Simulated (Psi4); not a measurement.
Psi4 1.11, BP86/def2-svpd: W(O)3 ([O]=[W](=[O])=[O]), 4 atoms. The geometry is a generated start, not checked to be a minimum at this level.

```
Item                                                  Value
--------------------------  -------------------------------
task                                                 energy
method                                                 bp86
basis                                             def2-svpd
memory                                                 3 GB
maxiter                                                 100
keys of the molecule block                      symmetry c1
scf_type                                       df (default)
e_convergence                               1e-06 (default)
d_convergence                               1e-06 (default)
dft_radial_points                              75 (default)
dft_spherical_points                          302 (default)
effective core potentials   those of the basis set, past Kr
basis functions                                         104
grid points                                           87851
```

```xyz
4

W      0.0004     0.0016     0.0023
O      1.5509    -0.3710    -0.6719
O     -0.5566    -0.8390     1.4099
O     -0.9947     1.2084    -0.7402
```

Charge 0 and multiplicity 1 are set for this test and not shown to be the ground state.

With the defaults (diis_max_vecs = 10, diis = true, scf_initial_accelerator = adiis, damping_percentage = 0, guess = auto, which took SAD, soscf = false, soscf_start_convergence = 0.01, level_shift = 0, level_shift_cutoff = 0.01) it converges in 12 SCF iterations. One run each on 2 threads, with these changes:
- guess = sapgau
- diis = false, scf_initial_accelerator = none, damping_percentage = 60
- diis_max_vecs = 3
- level_shift = 0.5, level_shift_cutoff = 0.001
- guess = sadno
- soscf = true, soscf_start_convergence = 0.1
- guess = core
- diis_max_vecs = 6
- guess = modhuckel

Task: Which runs fail or end elsewhere than the default run?

Result: No convergence: diis_max_vecs = 3; diis = false, scf_initial_accelerator = none, damping_percentage = 60 (the run ends without SCF convergence in 100 iterations). The rest reach the solution of the defaults.

| setting | SCF iterations | JK calls | end |
|---|---|---|---|
| soscf = true, soscf_start_convergence = 0.1 | 8 | 34 | same solution |
| the defaults | 12 | 13 | same solution |
| diis_max_vecs = 6 | 12 | 13 | same solution |
| guess = core | 13 | 13 | same solution |
| guess = modhuckel | 15 | 33 | same solution |
| guess = sadno | 16 | 16 | same solution |
| guess = sapgau | 19 | 19 | same solution |
| level_shift = 0.5, level_shift_cutoff = 0.001 | 20 | 21 | same solution |
| diis_max_vecs = 3 | 100 | 101 | no convergence |
| diis = false, scf_initial_accelerator = none, damping_percentage = 60 | 100 | 101 | no convergence |

An SOSCF iteration holds several JK calls; a Hückel guess adds calls on atoms. 1 further run of the study ended by our limits or in an error and is left out.
